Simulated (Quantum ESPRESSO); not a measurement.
Input and output of a self-consistent single point for Se (P3_121, 3 atoms in the cell) (Quantum ESPRESSO).

Level of theory: PBEsol, GBRV 1.5 ultrasoft (PBESOL) pseudopotentials (plane waves; Quantum ESPRESSO 7.5).

```yaml
crystal:
  lattice:
    - [4.54716, 0.00000, 0.00000]
    - [-2.27358, 3.93796, 0.00000]
    - [0.00000, 0.00000, 5.02560]
  atoms:
    - { symbol: Se, position: [0.21789, 0.00000, 0.33333] }
    - { symbol: Se, position: [0.00000, 0.21789, 0.66667] }
    - { symbol: Se, position: [0.78211, 0.78211, 0.00000] }
```

Reference input (self-consistent single point, DFT, PBE, plane waves, GBRV 1.5 ultrasoft (PBE) pseudopotentials): ecutwfc = 40 Ry; ecutrho = 200 Ry; occupations = fixed; potentials = {Se: se_pbe_v1.uspp.F.UPF}; K_POINTS = automatic 7 7 6 0 0 0; nbnd = 15; conv_thr = 1e-08 Ry; mixing_beta = 0.7. This run's input differs from it in these lines:

```diff
@@ -24,3 +24,3 @@
 ATOMIC_SPECIES
-Se    78.9710  se_pbe_v1.uspp.F.UPF
+Se    78.9710  se_pbesol_v1.uspp.F.UPF
 ATOMIC_POSITIONS {bohr}
```

The program printed (abridged):

```
     Self-consistent Calculation

     iteration #  1     ecut=    40.00 Ry     beta= 0.70

     Threshold (ethr) on eigenvalues was too large:
     Diagonalizing with lowered threshold

     total energy              =    -129.89940893 Ry
     estimated scf accuracy    <       0.02897992 Ry

     iteration #  2     ecut=    40.00 Ry     beta= 0.70

     total energy              =    -129.90091467 Ry
     estimated scf accuracy    <       0.00152743 Ry

     iteration #  3     ecut=    40.00 Ry     beta= 0.70

     total energy              =    -129.90124809 Ry
     estimated scf accuracy    <       0.00012669 Ry

     iteration #  4     ecut=    40.00 Ry     beta= 0.70

     total energy              =    -129.90138575 Ry
     estimated scf accuracy    <       0.00000444 Ry

     iteration #  5     ecut=    40.00 Ry     beta= 0.70

     total energy              =    -129.90138957 Ry
     estimated scf accuracy    <       0.00000016 Ry

     iteration #  6     ecut=    40.00 Ry     beta= 0.70
     End of self-consistent calculation

     highest occupied, lowest unoccupied level (ev):     3.5622    4.7548

!    total energy              =    -129.90138981 Ry
     estimated scf accuracy    <          5.3E-09 Ry

     convergence has been achieved in   6 iterations

     Forces acting on atoms (cartesian axes, Ry/au):

     atom    1 type  1   force =    -0.00504040    0.00000000    0.00000000
     atom    2 type  1   force =     0.00252020   -0.00436512   -0.00000000
     atom    3 type  1   force =     0.00252020    0.00436512    0.00000000

     Total force =     0.008730     Total SCF correction =     0.000106

          total   stress  (Ry/bohr**3)                   (kbar)     P=      -21.72
  -0.00014316   0.00000000   0.00000000          -21.06        0.00        0.00
   0.00000000  -0.00014316   0.00000000            0.00      -21.06        0.00
   0.00000000   0.00000000  -0.00015663            0.00        0.00      -23.04

   JOB DONE.
```

The run converged in 6 iterations. Against the reference run the pressure goes from 0.02 to -2.17 GPa, the largest force goes from 0.006 to 0.130 eV/Å and the gap on the mesh goes from 1.240 to 1.193 eV.

The starting cell comes from a database of computed structures (which also holds hypothetical and non-ambient phases and stackings), without a prior relaxation at this level. Its lattice was rescaled by a random factor within 2.5 % of one.

Cost on one core of a shared machine: roughly 30 s.
